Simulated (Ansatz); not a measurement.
Input:

```
CELL_PARAMETERS angstrom
      3.07808     0.00000     0.04925
     -1.53904     2.66570    -0.02462
      0.16122     0.00000    10.07605
ATOMIC_POSITIONS crystal
  Si 0.00175 0.00061 0.50030
  Si 0.00114 0.99939 0.00030
  Si 0.33466 0.66622 0.25023
  Si 0.66843 0.33378 0.75023
  C  0.99863 0.99970 0.31287
  C  0.99894 0.00030 0.81287
  C  0.33118 0.66590 0.06223
  C  0.66528 0.33410 0.56223
```

No spin polarisation.

All numbers come from PBEsol in Ansatz (plane waves to 420 eV, PAW, no spin-orbit coupling). Γ-centred 12×12×4 mesh, Fermi–Dirac width 0.05 eV.

Q: Predict the band gap and gap character.

A: 
```json
{
 "band_gap": "1.97 eV",
 "gap_character": "indirect, Γ → V₂"
}
```

The cells carry an imposed strain or load. Whether these cells are dynamically stable was not tested. The cell was made from SiC (space group P6_3mc, No. 186) by this change: tensor shear ε_xz = +1.60 %.

Ansatz is a first-principles code.
